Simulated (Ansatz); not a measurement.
# Competing hops of N vacancy in wurtzite AlN, charge state +3

Defect migration in wurtzite AlN: N vacancy, charge state +3. All values below come from PBE, PAW (plane waves to 420 eV; Ansatz, an electronic-structure program).

72-site cell at the relaxed PBE lattice, the Γ point alone, smearing 0.01 eV, spin-restricted, no finite-size correction. Static, classical nuclei. The charge state is imposed; whether it is stable for some Fermi level was not computed. Forms of the defect that were not tried may lie lower.

Barriers: single points on a 2×2×2 k-point mesh shifted by half a step along c at the bands' geometries (they differ from the bands' own by up to 0.22 eV, and are uncertain by about as much).

| Route | Start site over the lowest site run (eV) | Hop (Å) | Forward barrier (eV) | Backward barrier (eV) | Neighbours at the start | Neighbours at the saddle | Saddle order | Forward, on the band's own sampling (eV) |
|---|---|---|---|---|---|---|---|---|
| a nearby N atom hops onto the vacant site | 0.00 | 3.15 | 2.80 | 2.80 | Al at 1.84, Al at 1.90, 2 Al at 1.95 Å | Al at 1.75, Al at 1.84 Å | inconclusive | 2.58 |
| a nearby N atom hops onto the vacant site | 0.00 | 3.12 | 3.04 | 3.04 | Al at 1.82, 2 Al at 1.91, Al at 1.94 Å | Al at 1.81, 2 Al at 2.19 Å | first order | 2.92 |

Paths come from nudged elastic bands with a climbing image. Of the routes that converged and passed our checks, the lowest saddle point lies 2.80 eV above the lowest of the sites run (a nearby N atom hops onto the vacant site); other sites, such as split forms, and other routes may lie lower. 

The whole set of runs took around 0.5 core-hours (rough).
